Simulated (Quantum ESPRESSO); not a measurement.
Quantum ESPRESSO run on SrGe2Ru2 (I4mm, 5 atoms in the cell): relaxation of the atoms.

Level of theory: LDA (PZ), GBRV 1.5 ultrasoft (LDA) pseudopotentials (plane waves; Quantum ESPRESSO 7.5).

Input as run:

```fortran
&CONTROL
    calculation = 'relax'
    prefix = 'sr(geru)2'
    outdir = './work'
    pseudo_dir = './'
    verbosity = 'high'
    forc_conv_thr = 7.8e-03
/
&SYSTEM
    ibrav = 0
    nat = 5
    ntyp = 3
    ecutwfc = 50
    ecutrho = 400
    occupations = 'smearing'
    smearing = 'fd'
    degauss = 0.0073499
/
&ELECTRONS
    conv_thr = 1e-10
    mixing_beta = 0.7
/
&IONS
/
ATOMIC_SPECIES
Sr    87.6200  sr_lda_v1.uspp.F.UPF
Ge    72.6300  ge_lda_v1.4.uspp.F.UPF
Ru   101.0700  ru_lda_v1.2.uspp.F.UPF
ATOMIC_POSITIONS {crystal}
Sr    0.01458800    0.01458800    0.00000000
Ge    0.64218000    0.64218000    0.00000000
Ge    0.35782000    0.35782000    0.00000000
Ru    0.75000000    0.25000000    0.50000000
Ru    0.25000000    0.75000000    0.50000000
K_POINTS {automatic}
5 5 5  0 0 0
CELL_PARAMETERS {angstrom}
  -2.15003600     2.15003600     5.14128900
   2.15003600    -2.15003600     5.14128900
   2.15003600     2.15003600    -5.14128900
```

Output (repeated stretches shortened):

```
     Self-consistent Calculation

     iteration #  1     ecut=    50.00 Ry     beta= 0.70

---- Real-time Memory Report at c_bands before calling an iterative solver
           331 MiB given to the printing process from OS
           117 MiB allocation reported by mallinfo(arena+hblkhd)
------------------

     negative rho (up, down):  1.976E-01 0.000E+00

     total energy              =    -884.97284552 Ry
     estimated scf accuracy    <       1.33938172 Ry

     iteration #  2     ecut=    50.00 Ry     beta= 0.70

---- Real-time Memory Report at c_bands before calling an iterative solver
   [... lines left out ...]
           398 MiB given to the printing process from OS
           148 MiB allocation reported by mallinfo(arena+hblkhd)
------------------

     negative rho (up, down):  2.013E-01 0.000E+00

     total energy              =    -885.44289224 Ry
     estimated scf accuracy    <          2.4E-09 Ry

     iteration # 11     ecut=    50.00 Ry     beta= 0.70

---- Real-time Memory Report at c_bands before calling an iterative solver
           398 MiB given to the printing process from OS
           148 MiB allocation reported by mallinfo(arena+hblkhd)
------------------

     negative rho (up, down):  2.013E-01 0.000E+00
     End of self-consistent calculation

     the Fermi energy is    13.4362 ev

!    total energy              =    -885.44289224 Ry
     estimated scf accuracy    <          6.9E-11 Ry
     smearing contrib. (-TS)   =      -0.00478290 Ry
     internal energy E=F+TS    =    -885.43810934 Ry

     convergence has been achieved in  11 iterations

     negative rho (up, down):  2.013E-01 0.000E+00

     Forces acting on atoms (cartesian axes, Ry/au):

     atom    1 type  1   force =     0.00000000    0.00000000   -0.02155865
     atom    2 type  2   force =     0.00000000    0.00000000    0.00374548
     atom    3 type  2   force =    -0.00000000   -0.00000000    0.00518648
     atom    4 type  3   force =     0.00000000    0.00000000    0.00631335
     atom    5 type  3   force =     0.00000000    0.00000000    0.00631335

   [... lines left out ...]
     Total force =     0.024195     Total SCF correction =     0.000066
     the Fermi energy is    13.4312 ev
!    total energy              =    -885.44591298 Ry
     Total force =     0.000952     Total SCF correction =     0.000003
     bfgs converged in   7 scf cycles and   6 bfgs steps
     Final energy             =    -885.4459129769 Ry
   [... lines left out ...]
Begin final coordinates

ATOMIC_POSITIONS (crystal)
Sr               0.0029270067        0.0029270067        0.0000000000
Ge               0.6448163268        0.6448163268        0.0000000000
Ge               0.3608877672        0.3608877672       -0.0000000000
Ru               0.7529784496        0.2529784496        0.5000000000
Ru               0.2529784496        0.7529784496        0.5000000000
End final coordinates

   JOB DONE.
```

The run converged.  The full log also holds: “WARNING: bfgs curvature condition failed, Theta= 0.891”.

Summary of the result:
| Item | Result |
|---|---|
| Free energy E − TS | -12047.1054 eV |
| Fermi level (on the code's own zero) | 13.43 eV |
| Largest force (vector length) | 0.019 eV/Å |
| Relaxation steps | 6 |

The starting cell comes from a database of computed structures (which also holds hypothetical and non-ambient phases and stackings), without a prior relaxation at this level. Its lattice was rescaled by up to half a per cent. For this run, on top of that: one atom moved by 0.15 angstrom. Spin polarisation is off. The relaxation keeps the symmetry of its start, so its end need not be a minimum.

Cost on one core of a shared machine: roughly 10 min.
